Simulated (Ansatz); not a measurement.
## MgTe (model structure, started from the PtS type, P4₂/mmc, No. 131, 4 atoms in the cell): properties by level of theory

```json
[
 {"level (code)": "PBE (Ansatz)", "lattice parameter a (Å)": "4.263", "lattice parameter c (Å)": "7.815", "formation enthalpy (eV/atom)": "-0.531"},
 {"level (code)": "PBEsol (Ansatz)", "lattice parameter a (Å)": "4.204", "lattice parameter c (Å)": "7.754", "formation enthalpy (eV/atom)": "(withheld)"},
 {"level (code)": "PBE-D3(BJ) (Ansatz)", "lattice parameter a (Å)": "(withheld)", "lattice parameter c (Å)": "(withheld)", "formation enthalpy (eV/atom)": "(withheld)"}
]
```

Some entries are withheld; supply them.


- PBEsol (Ansatz, an electronic-structure program), formation enthalpy (eV/atom): -0.482
- PBE-D3(BJ) (Ansatz), lattice parameter a (Å): 4.173
- PBE-D3(BJ) (Ansatz), lattice parameter c (Å): 7.763
- PBE-D3(BJ) (Ansatz), formation enthalpy (eV/atom): -0.446

Ansatz's density-functional and Hartree–Fock values are scalar-relativistic unless marked +SOC, with PAW data made under PBE.

A model structure was made by putting elements into a prototype or built by hand; it is no filed structure, need not be a known phase, and can be a saddle point held by its symmetry.
